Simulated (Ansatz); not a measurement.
Start from Sn (space group I4_1/amd, No. 141; a = 5.833 Å, c = 3.158 Å).

All numbers come from PBEsol (Ansatz, an electronic-structure program, PAW, no spin-orbit coupling).

Before the change:

| Quantity | Result |
|---|---|
| Volume per atom | 26.86 Å³ |

Now apply this change: a hydrostatic pressure of 22.5 GPa.

Q: What happens to the volume per atom?

A: The volume per atom shrinks by 5.506 Å³ to 21.36 Å³.

Load acts through the strain it causes; cell and atoms are relaxed under it. Stability against distortions was not tested. Measured, Sn leaves this structure (for a body-centred tetragonal phase) near 8 GPa (temperature not stated; as listed in Olga Degtyareva, NATO science for peace and security series. B, Physics and biophysics (2010)).
